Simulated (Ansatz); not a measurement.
The parent structure is Be in the hcp (Mg type) structure (space group P6_3/mmc, No. 194; a = 2.255 Å, c = 3.558 Å; relaxed with 0.1 eV smearing). Axes: x lies along a and z along c of the hexagonal cell.

Method: plane-wave PAW DFT at the PBEsol level (Ansatz, an electronic-structure program, 420 eV), scalar-relativistic without spin-orbit coupling.

Strains are applied to the cell and any free atomic positions relax.

One change was made to it. Results:

The band gap remains zero; the energy is nearly the same; the shortest interatomic distance decreases by 0.0053 Å to 2.199 Å.

### Question
Which of these changes matches the shifts?
A) tensor shear ε_xz = +2.00 %
B) tensor shear ε_xz = +1.71 %
C) tensor shear ε_xz = +0.86 %
D) tensor shear ε_xz = +1.43 %
E) tensor shear ε_xz = +0.29 %

### Answer
E, tensor shear ε_xz = +0.29 %. For comparison, the shortest interatomic distance in the other runs: tensor shear ε_xz = +1.71 % gives 2.174 Å; tensor shear ε_xz = +1.43 % gives 2.179 Å; tensor shear ε_xz = +2.00 % gives 2.170 Å; tensor shear ε_xz = +0.86 % gives 2.189 Å.

Stability against distortions was not tested.
